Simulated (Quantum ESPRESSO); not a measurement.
A self-consistent single point of InAs (Fm-3m, 2 atoms in the cell) with Quantum ESPRESSO.

Level of theory: LDA (PZ), GBRV 1.5 ultrasoft (LDA) pseudopotentials (plane waves; Quantum ESPRESSO).

```
InAs
1.0
    0.00000     2.89169     2.89169
    2.89169     0.00000     2.89169
    2.89169     2.89169     0.00000
In As
1 1
Direct
  0.50000   0.50000   0.50000
  0.00000   0.00000   0.00000
```

Reference input (self-consistent single point, DFT, LDA (PZ), plane waves, GBRV 1.5 ultrasoft (LDA) pseudopotentials): ecutwfc = 40 Ry; ecutrho = 200 Ry; occupations = smearing; smearing = gauss; degauss = 0.0073499 Ry; potentials = {In: in_lda_v1.4.uspp.F.UPF, As: as_lda_v1.uspp.F.UPF}; K_POINTS = automatic 10 10 10 0 0 0; conv_thr = 1e-10 Ry; mixing_beta = 0.7. This run's input differs from it in these lines:

```diff
@@ -16,3 +16,3 @@
  smearing = 'gauss'
- degauss = 0.0073499
+ degauss = 0.02205
 /
@@ -29,3 +29,3 @@
 K_POINTS {automatic}
-10 10 10  0 0 0
+23 23 23  0 0 0
 CELL_PARAMETERS {angstrom}
```

Output (repeated stretches shortened):

```
     Self-consistent Calculation

     iteration #  1     ecut=    40.00 Ry     beta= 0.70

     total energy              =    -171.64968101 Ry
     estimated scf accuracy    <       2.50172438 Ry

     iteration #  2     ecut=    40.00 Ry     beta= 0.70

     total energy              =    -172.61336469 Ry
     estimated scf accuracy    <       1.55701134 Ry

     iteration #  3     ecut=    40.00 Ry     beta= 0.70

     total energy              =    -172.92072216 Ry
     estimated scf accuracy    <       0.01602822 Ry

   [... 4 blocks of this kind left out ...]

     iteration #  8     ecut=    40.00 Ry     beta= 0.70

     total energy              =    -172.92370316 Ry
     estimated scf accuracy    <          9.1E-09 Ry

     iteration #  9     ecut=    40.00 Ry     beta= 0.70
     End of self-consistent calculation

     Number of k-points >= 100: set verbosity='high' to print the bands.

     the Fermi energy is     7.8501 ev

!    total energy              =    -172.92370317 Ry
     estimated scf accuracy    <          7.0E-11 Ry
     smearing contrib. (-TS)   =      -0.00386453 Ry
     internal energy E=F+TS    =    -172.91983864 Ry

     convergence has been achieved in   9 iterations

     Forces acting on atoms (cartesian axes, Ry/au):

     atom    1 type  1   force =     0.00000000    0.00000000    0.00000000
     atom    2 type  2   force =     0.00000000    0.00000000    0.00000000

     Total force =     0.000000     Total SCF correction =     0.000000

          total   stress  (Ry/bohr**3)                   (kbar)     P=      -62.99
  -0.00042823   0.00000000  -0.00000000          -62.99        0.00       -0.00
   0.00000000  -0.00042823   0.00000000            0.00      -62.99        0.00
  -0.00000000   0.00000000  -0.00042823           -0.00        0.00      -62.99

   JOB DONE.
```

The run converged in 9 iterations. Against the reference run the free energy falls by 3.9 meV/atom and the pressure goes from -6.52 to -6.30 GPa.

The starting cell comes from a database of computed structures (which also holds hypothetical and non-ambient phases and stackings), without a prior relaxation at this level. Its lattice was rescaled by up to half a per cent. With a pressure of about -6 GPa the cell is away from its equilibrium volume at this level. The run gives no clean gap (levels at the Fermi energy touch, overlap or are partly filled at this smearing), which alone does not show that the compound is a metal.

Cost on one core of a shared machine: roughly 2 min.
